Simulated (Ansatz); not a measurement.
The parent structure is SnS$_{2}$ in the CdI2 type structure (space group P-3m1, No. 164; a = 3.626 Å, c = 5.574 Å; layered, stacked along the Cartesian z axis).

All numbers come from PBEsol-D3(BJ) (Ansatz, a first-principles code, PAW, no spin-orbit coupling).

It is then changed as follows: an isotropic linear strain of −0.67 %, atoms relaxed at fixed cell.

Q: How does this affect the mean gap deformation potential ΔEg/Δln V and largest internal atomic displacement?

A: The mean gap deformation potential ΔEg/Δln V comes out as +0.9 eV; the largest internal atomic displacement is 0.016 Å.

Stability against distortions was not tested.
